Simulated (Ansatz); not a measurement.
# Ansatz run on ScF₃ (R3, 4 atoms in the cell): self-consistent single point

Method: LDA (PW92), default PAW files made with PBE (plane waves; Ansatz, a first-principles code).

The input file:

Ansatz 0.2 input:
```yaml
# ScF3
crystal:
  lattice:
    - [2.865411, 1.654345, 2.338140]
    - [-2.865411, 1.654345, 2.338140]
    - [0.000000, -3.308691, 2.338140]
  atoms:
    - { symbol: Sc, position: [0.007128, 0.007128, 0.007128] }
    - { symbol: F, position: [0.500000, 0.001930, 0.998070] }
    - { symbol: F, position: [0.998070, 0.500000, 0.001930] }
    - { symbol: F, position: [0.001930, 0.998070, 0.500000] }
basis:
  ecutwfc: 420.0
kpoints:
  mp_grid:
    grid: [6, 6, 6]
hamiltonian:
  xc: lda
  pseudopotentials:
    kind: paw
scf:
  occupations:
    method: fixed
output:
  forces: true
  eigenvalues: true
  stress: true
```

The program printed (abridged):

```
WARN ansatz: RAYON_NUM_THREADS=1 ignored (pool sized by the plan → 1); use --threads N
Pseudopotentials: kind: paw
Pseudopotential: Sc, paw, valence charge 11
Pseudopotential: F, paw, valence charge 7
Crystal: 4 atoms, lattice volume = 66.502 Å³
Basis set: ecut = 420 eV, 1309 PW (Γ)
Bands: 20, of which v1, the nominal top of the filled ones, is band 16 counted from 1 (15 counted from 0)
Symmetry: 3 space group operations
Space group: R3 (ITA 146), of the structure as read, at distance tolerance 4.1e-5 Å
k-points: 40 of 216 (time reversal used)
PAW frozen core: Sc, regenerated for the run's functional, and the local potential with it
PAW frozen core: F, regenerated for the run's functional, and the local potential with it
Initial density: superposition of atomic densities (neutral atoms: chi_scale 0, normalization atom), corrected by the library's trained network
Initial wavefunctions: pseudopotential atomic-orbital guess
Eigensolver: davidson
Functional: x = slater, c = lda
SCF iter   1: F=—  HF=-4477.768144 eV  |F-HF|=—  |Δ(HF+E_count)|=         —  Δρ=1.78e-2  dr2=1.54e-1  ethr=1.77e-3  ⟨swp⟩=3.4  Hψ=3301  notcnv=0  defer=46
all-band conjugate gradients solve this SCF's bands
preconditioner: auto → Resta (q_TF=auto, 2.415 Å⁻¹)
SCF iter   2: F=—  HF=-4477.729551 eV  |F-HF|=—  |Δ(HF+E_count)|=   3.86e-2  Δρ=6.04e-3  dr2=1.01e-2  ethr=4.80e-4  ⟨swp⟩=2.0  Hψ=1565  notcnv=0  defer=61
SCF iter   3: F=—  HF=-4477.726640 eV  |F-HF|=—  |Δ(HF+E_count)|=   2.91e-3  Δρ=1.88e-3  dr2=1.35e-3  ethr=3.15e-5  ⟨swp⟩=2.0  Hψ=1260  notcnv=0  defer=63
SCF iter   4: F=—  HF=-4477.726240 eV  |F-HF|=—  |Δ(HF+E_count)|=   4.00e-4  Δρ=3.11e-4  dr2=5.26e-5  ethr=4.23e-6  ⟨swp⟩=2.0  Hψ=1483  notcnv=0  defer=73
SCF iter   5: F=—  HF=-4477.726238 eV  |F-HF|=—  |Δ(HF+E_count)|=   1.92e-6  Δρ=4.16e-5  dr2=1.45e-6  ethr=1.64e-7  ⟨swp⟩=2.0  Hψ=1223  notcnv=0  defer=2
SCF iter   6: F=—  HF=-4477.726240 eV  |F-HF|=—  |Δ(HF+E_count)|=   1.93e-6  Δρ=1.38e-5  dr2=1.66e-7  ethr=3.13e-10  ⟨swp⟩=6.7  Hψ=3667  notcnv=0
SCF iter   7: F=-4477.726240 eV  HF=-4477.726240 eV  |F-HF|=2.30e-8  |Δ(HF+E_count)|=   1.68e-7  Δρ=3.01e-6  dr2=7.90e-9  ethr=3.13e-10  ⟨swp⟩=5.0  Hψ=3175  notcnv=0
SCF 1 converged in 7 iterations: F = -4477.726240 eV  dr2 = 7.90e-9
SCF converged after 7 iterations
Free energy (F): -4477.726240 eV
Harris-Foulkes:  -4477.726240 eV  (|F-HF|=2.30e-8)
Internal energy: -4477.726240 eV  (E = F + TS)
E sigma→0 (E₀):  -4477.726240 eV
Fermi energy:    -0.834738 eV
--- Per-component energies (eV) ---
  E_band       = -404.894599
  E_kinetic    = 875.057223
  E_local      = -3396.905513  (includes V_loc(G=0)·N_el)
  E_nonlocal   = 307.093789
  E_hartree    = 1277.976045
  E_xc         = -337.137621
  E_vxc        = -431.493588  (∫ρ·V_xc dr)
  E_paw        = -1470.284106  (= ΣΔE_a)
  E_vpaw       = -314.608016  (= ΣTr[D̂ρ^β])
  E_aug_tail   = 0.006199  (compensation charges beyond the density's cutoff)
  E_ewald      = -1734.176935
  E_core_change = 0.644678  (= ΣΔE_core)
  E_smearing   = -0.000000  (= −TS)
  E_closure    = 0.000000  (closes the sum)
  Σ components = -4477.726240   (vs F -4477.726240, Δ=0.00e0)
--- Forces (eV/Å), atoms counted from 1 ---
  atom   1  Sc     0.00000000     0.00000003    -0.35368880
  atom   2  F      0.11448112     0.04727225     0.11790369
  atom   3  F     -0.09817953     0.07550742     0.11790369
  atom   4  F     -0.01630159    -0.12277969     0.11790368
  max |Σ_I F_I| component: 2.23e-5 eV/Å
--- Stress (GPa, compression-positive) ---
       -5.374438       0.000000      -0.000000
       -0.000000      -5.374438       0.000000
       -0.000000       0.000000      -5.401675
  P = ⅓ Tr σ = -5.3835 GPa (-53.835 kbar)
  The stress holds the Pulay correction. Without it, at fixed plane waves, as pw.x and ABINIT print it: P = -6.1131 GPa
--- Band table (eV; the first three rows and the last of 40) ---
  k-point 0: bands = ["-46.3760", "-25.3281", "-25.3281", "-25.3236", "-20.4434", "-20.1662", "-20.1662", "-2.5776", "-2.5776", "-2.5772", "-1.3996", "-1.3996", "-1.3963", "-1.3729", "-1.3729", "-1.3715", "5.2547", "5.2547", "5.2598", "6.7332"]
  k-point 1: bands = ["-46.3750", "-25.4275", "-25.3271", "-25.3239", "-20.3884", "-20.1649", "-20.0186", "-2.8561", "-2.5467", "-2.5460", "-1.6386", "-1.5199", "-1.5105", "-1.4249", "-1.3796", "-1.3781", "5.2653", "5.4686", "5.4714", "6.9075"]
  k-point 2: bands = ["-46.3729", "-25.6122", "-25.3251", "-25.3220", "-20.3528", "-20.1623", "-19.6572", "-3.5162", "-2.4573", "-2.4552", "-1.9421", "-1.7891", "-1.7830", "-1.4845", "-1.3757", "-1.3743", "5.2844", "5.8944", "5.9004", "6.9204"]
  k-point 39: bands = ["-46.3637", "-25.6893", "-25.6893", "-25.6844", "-19.4611", "-19.4577", "-19.4577", "-3.9457", "-3.7834", "-3.7834", "-3.0314", "-3.0314", "-3.0267", "-0.8349", "-0.8349", "-0.8347", "6.7882", "6.7986", "6.7986", "9.5929"]
```

The run converged in 7 iterations.

The starting cell comes from a database of computed structures (which also holds hypothetical and non-ambient phases and stackings), without a prior relaxation at this level. Its lattice was rescaled by up to half a per cent. One atom was moved a little off its site on purpose. With a pressure of about -5 GPa the cell is away from its equilibrium volume at this level. Ansatz's pressure includes its estimate of the finite-basis (Pulay) stress. Without the estimate this run gives -6.11 GPa.
